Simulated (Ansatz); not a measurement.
## Response to strain in Be2Si

Consider Be2Si (space group Fm-3m, No. 225; a model cell, its experimental status unchecked; relaxed with 0.1 eV smearing).

```
CELL_PARAMETERS angstrom
      0.00000     2.64182     2.64182
      2.64182     0.00000     2.64182
      2.64182     2.64182     0.00000
ATOMIC_POSITIONS crystal
  Si 0.00000 0.00000 0.00000
  Be 0.25000 0.25000 0.25000
  Be 0.75000 0.75000 0.75000
```

Cartesian axes are those of the cell as printed.

Strains are applied to the cell and any free atomic positions relax; under biaxial strain the out-of-plane vector relaxes too; under stress the whole cell relaxes.

Levels (all Ansatz, a first-principles code, PAW): PBE (420 eV, without spin-orbit coupling); PBEsol (420 eV, no SOC).

The base cell above is that of PBE; each level relaxes its own structures.

Notes on the quantities. energy relative to the base: free energy F.

```tsv
case	energy relative to the base, PBE	energy relative to the base, PBEsol
biaxial strain −2.11 %, plane normal [001], relaxed out of plane	+4.8 meV/atom	+4.8 meV/atom
biaxial strain −0.83 %, plane normal [001], relaxed out of plane	+0.7 meV/atom	+0.7 meV/atom
biaxial strain +0.87 %, plane normal [001], relaxed out of plane	+0.7 meV/atom	+0.6 meV/atom
biaxial strain +0.93 %, plane normal [001], relaxed out of plane	+0.8 meV/atom	+0.7 meV/atom
biaxial strain −3.75 %, plane normal [110], relaxed out of plane	+22 meV/atom	+21 meV/atom
biaxial strain −0.59 %, plane normal [110], relaxed out of plane	+0.6 meV/atom	+0.5 meV/atom
isotropic strain −1.50 %	+8.0 meV/atom	+8.1 meV/atom
isotropic strain +0.51 %	+0.9 meV/atom	+0.9 meV/atom
isotropic strain +5.30 %	+84 meV/atom	+85 meV/atom
uniaxial strain ε_xx = +0.71 %	+0.3 meV/atom	+0.3 meV/atom
tensor shear ε_xz = −2.27 %	+6.1 meV/atom	+5.8 meV/atom
uniaxial stress, 2 GPa compression along z	+2.2 meV/atom	+2.2 meV/atom
```

The two levels differ by at most about 0.9 meV/atom. Near ties aside, they put the cases in the same order.

Beyond what the load breaks, stability against distortions was not tested. All final runs are without spin polarisation.
